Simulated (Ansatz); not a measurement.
Functionals compared on the (10-12) surface of hcp Re in its 1x1 cell, outermost plane spacing 0.55 Å in the ideal cut (one of several cuts of this face), in Ansatz (plane waves, PAW). The structure was relaxed with PBE; the other rows are single points on it, each with its references at the same level. Cutoff 420 eV (500 eV for r2SCAN).

Model: 14-atom slab, 10.4 Å thick at the start (thin: gaps and levels are the slab's own), 13x6x1 mesh, Fermi-Dirac 0.1 eV, dipole correction, all atoms relaxed; start symmetry kept, larger cells not searched; no spin, no spin-orbit, no U. These notes are the PBE run's.

```csv
functional,surface energy (J/m²),work function of the top face (eV),rough cost of the single point
PBE,3.41,4.57,–
LDA,[?],[?],about 4 core-minutes (a rough figure)
PBEsol,3.80,4.67,roughly 5 core-minutes
RPBE,3.21,4.42,roughly 4 core-minutes
r2SCAN,3.61,4.59,around 8 core-minutes (rough)
```

### Question
Fill in the missing entries.

### Answer

- LDA, surface energy (J/m²): 3.90
- LDA, work function of the top face (eV): 4.87

Ansatz is an electronic-structure program.
